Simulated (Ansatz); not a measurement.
System: Sc4N3O (model structure, Pm-3m, No. 221, 8 atoms in the cell). Method: LDA (PAW; Ansatz, a first-principles code).

Settings: plane-wave cutoff 520 eV, 12×12×12 k mesh, Fermi–Dirac smearing 0.05 eV, scalar-relativistic PAW data made under PBE.

Cell (relaxed at this level):

```cif
data_N3OSc4
_chemical_formula_sum 'Sc4 O1 N3'
_space_group_name_H-M_alt 'Pm-3m'
_space_group_IT_number 221
_space_group_name_Hall '-P 4 2 3'
_cell_length_a 4.40638
_cell_length_b 4.40638
_cell_length_c 4.40638
_cell_angle_alpha 90.000
_cell_angle_beta 90.000
_cell_angle_gamma 90.000
loop_
_atom_site_label
_atom_site_type_symbol
_atom_site_symmetry_multiplicity
_atom_site_Wyckoff_symbol
_atom_site_fract_x
_atom_site_fract_y
_atom_site_fract_z
_atom_site_occupancy
Sc1 Sc 3 c 0.00000 0.50000 0.50000 1
Sc2 Sc 1 a 0.00000 0.00000 0.00000 1
O1 O 1 b 0.50000 0.50000 0.50000 1
N1 N 3 d 0.00000 0.00000 0.50000 1
```

Task: Estimate the bulk modulus B0 that the calculation returns.

Result: 
bulk modulus B0: 228 GPa

The run finds no gap.

Note: the bulk modulus is −V dP/dV from two relaxed cells at ±2 % in volume; the relaxation could raise the start's symmetry but not lower it, so the cell can be a saddle point.

Static lattice: no zero-point or thermal effects.

It cost about 2.8 core-minutes (a rough figure) of CPU time.

A model structure was made by putting elements into a prototype or built by hand; it is no filed structure, need not be a known phase, and can be a saddle point held by its symmetry.
